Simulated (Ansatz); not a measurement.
The starting structures come from a database of crystals and need not be the phases stable at ambient conditions.

Input:

```
CELL_PARAMETERS angstrom
      3.76694     0.00000     0.00000
      1.88347     6.15358     0.00000
      0.00000     1.92833     6.32896
ATOMIC_POSITIONS crystal
  Ti 0.80471 0.39058 0.71624
  Ti 0.19529 0.60942 0.28376
  Ti 0.09993 0.80014 0.71040
  Ti 0.90007 0.19986 0.28960
  O  0.05835 0.88330 0.36998
  O  0.94165 0.11670 0.63002
  O  0.63807 0.72386 0.70660
  O  0.36193 0.27614 0.29340
  O  0.13281 0.73438 0.00471
  O  0.86719 0.26562 0.99529
  O  0.73651 0.52698 0.34750
  O  0.26349 0.47302 0.65250
```

Space group of this cell: C2/m. The cell is taken as given; by r2SCAN its mean pressure is -5.6 GPa.

Calculation: r2SCAN (plane waves, PAW; Ansatz, a program for electronic structure).

The current runs along the normal of the first two printed vectors; no spin-orbit coupling. Scaled by the factor s: the length along the current (ions clamped). Meshes 8×8×6 and 8×6 across the current in all rows.

```json
[
 {"s": "0.97", "mean pressure (GPa)": "1.3", "band gap (eV)": "3.24"},
 {"s": "1.00", "mean pressure (GPa)": "-5.6", "band gap (eV)": "3.11"},
 {"s": "1.03", "mean pressure (GPa)": "-10.9", "band gap (eV)": "?"}
]
```

Question: Take the slope of the band gap against ln s from the two given rows, extrapolate to s = 1.03, and say what the run there gives.

Answer: Slope = (3.24 − 3.11) / ln 0.97 = -4.27 eV. The line gives 3.11 + (-4.27) × ln 1.03 = 2.98 eV. The run gives 2.95 eV, 0.03 eV under the line, 27 % of the predicted step.
